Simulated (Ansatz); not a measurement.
For hexagonal WC, PBE-D4 in Ansatz (plane waves, PAW) gives:

```
Property              Result
-------------------  -------
lattice parameter a  2.903 Å
c axis length        2.833 Å
```

Task: What does r²SCAN (Ansatz, a quantum-chemistry and plane-wave program, plane waves, PAW) give for the same quantities?

Result: 
- lattice constant a: 2.913 Å (grows by 0.3 %)
- lattice parameter c: 2.836 Å (increases by 0.1 %)

For comparison: lattice constant a 2.906 Å (measured, 300 K, no zero-point or thermal correction; as tabulated in Wikipedia's data pages); lattice parameter c 2.837 Å (measured, 300 K, not corrected to a static lattice; as tabulated in Wikipedia's data pages).

Changes are worked out from the printed values.

Unless a cell is named, each level is at its own relaxed cell (PBE-D4 10.34, r²SCAN 10.42 Å³/atom).

Levels without +SOC leave out spin–orbit coupling, which shifts energies and cells of such heavy elements.

Ansatz's density-functional and Hartree–Fock values are scalar-relativistic unless marked +SOC, with PAW data made under PBE.
